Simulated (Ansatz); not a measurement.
What pressure −2 GPa does to Au

The reference is Au in the fcc (Cu type) structure (space group Fm-3m, No. 225; a = 4.0833 Å).

Now apply this change: hydrostatic tension (pressure −2 GPa).

Computed with PBEsol (Ansatz, a first-principles code), no spin-orbit coupling, earlier PAW set. Settings: 20×20×20 k-points, 0.05 eV Fermi–Dirac smearing.

| quantity | base | changed | shift |
|---|---|---|---|
| volume per atom | 17.02 Å³ | 17.22 Å³ | +0.20 Å³ |
| lattice parameter a | 4.083 Å | 4.099 Å | +0.016 Å |
| shortest interatomic distance | 2.887 Å | 2.899 Å | +0.0114 Å |
| enthalpy H = E + PV relative to the base's energy | – | -0.21 eV/atom | – |
| band gap | zero | zero | – |

Load acts through the strain it causes; cell and atoms are relaxed under it. Whether these cells are dynamically stable was not tested.
